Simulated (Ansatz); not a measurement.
The starting structures come from a database of crystals and need not be the phases stable at ambient conditions.

 Where the default PAW files enter, the runs use the earlier of Ansatz's two default sets.

Tunnelling through a barrier is set by its complex band structure: the current falls as exp(−2κd) with the smallest κ.

Given:

```
CELL_PARAMETERS angstrom
      3.92234     0.00000     0.00000
     -1.96117     3.39685     0.00000
      0.00000     0.00000     6.44624
ATOMIC_POSITIONS crystal
  Al 0.33333 0.66667 0.00068
  Al 0.66667 0.33333 0.50068
  As 0.33333 0.66667 0.37532
  As 0.66667 0.33333 0.87532
```

Space group of this cell: P6_3mc, wurtzite. The cell is strained (all lengths scaled by 0.98); by PBEsol its mean pressure is 5.1 GPa.

Transport runs along the normal of the first two printed cell vectors, the (001) plane of the conventional cell.

The gap is the functional's own. No spin-orbit coupling. Mid-gap values are interpolated on the energy grid.

**Question.** Give the band gap and the smallest decay constant κ at mid-gap that PBEsol (Ansatz, a quantum-chemistry and plane-wave program) yields.

**Answer.** Gap 1.62 eV on a 12×12×6 mesh; κ = 0.123 1/Å, at the zone centre.
